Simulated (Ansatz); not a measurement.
## rutile IrO2 (1 0 0) on 3C silicon carbide (1 1 0) (film strained to the substrate, started from cuts of the bulks and a machine-learned relaxation)

A periodic stack without vacuum, rutile IrO2 (1 0 0) on 3C silicon carbide (1 1 0) (film strained to the substrate, started from cuts of the bulks and a machine-learned relaxation): substrate slab C10Si10, film Ir3O8, surface cells [[0, -1], [1, -1]] and [[0, -1], [1, -1]], film strained by -3.3 and -2.6 %, outermost planes CSi/CSi and O/O as cut, which need not be the usual terminations and can put a slab off its formula.

The start was prepared with a machine-learned potential, and the result is one local minimum, with the in-plane cell held and forces under 0.04 eV/Å; the film can end far from its bulk form.

The numbers are results of PBE (plane waves to 420 eV, PAW; Ansatz, a quantum-chemistry and plane-wave program), not measurements. Spin–orbit coupling is left out; the runs are not spin-polarised; PBE gaps are too small against experiment. Its k-point mesh 12×7×1, Fermi–Dirac width 0.05 eV.

| Item | Result |
|---|---|
| interface area | 13.6 Å² |
| period | 23.89 Å |
| gaps between the outermost planes at the two interfaces | 1.36 and 1.11 Å |
| C–O contacts across the interfaces within 1.22 times the sum of covalent radii | 2, mean 1.45 Å |
| O–Si contacts across the interfaces within 1.22 times the sum of covalent radii | 2, mean 1.66 Å |
| Ir–Si contacts across the interfaces within 1.22 times the sum of covalent radii | 1, mean 2.81 Å |
| hole barrier (PBE, at the middle of a substrate layer that carries a field) | 1.19 eV |
| electron barrier (PBE, at the middle of a substrate layer that carries a field) | 0.19 eV |
| slope of the mean potential energy in the substrate | +3.3 MV/cm × e |

```xyz
31
Lattice="3.0958 0.0000 0.1455 3.0976 4.3800 0.1228 1.9677 2.0711 24.0001" Properties=species:S:1:pos:R:3 pbc="T T T"
C      1.4306     1.0059     0.7210
C      2.9113     3.2093     2.2290
C      1.2875     1.0279     3.7515
C      2.7640     3.2241     5.3386
C      1.1415     1.0420     6.8328
C      2.6170     3.2407     8.4418
C      0.9954     1.0584     9.9181
C      2.4699     3.2606    11.5482
C      3.9485     5.4692    13.0915
C      2.3250     3.3180    14.6073
Si     4.4567     4.2905     2.3583
Si     2.9817     2.0663     0.7285
Si     4.3115     4.3191     5.4203
Si     2.8368     2.1139     3.7954
Si     4.1654     4.3358     8.5064
Si     2.6898     2.1363     6.8986
Si     4.0196     4.3479    11.5855
Si     2.5430     2.1522     9.9998
Si     3.8775     4.3894    14.5850
Si     2.3959     2.1525    13.1051
Ir     5.1870     5.7177    19.6874
Ir     3.7494     3.5937    17.2819
O      5.3534     2.8683    16.1693
O      6.9048     5.1133    16.1771
O      3.6823     2.1491    18.6850
O      5.2509     4.3228    18.3387
Ir     3.5268     3.5046    21.9757
O      5.1174     2.6646    21.1415
O      6.6919     4.8731    20.6708
O      3.4528     2.2702    23.5532
O      5.0277     4.4161    23.0445
```
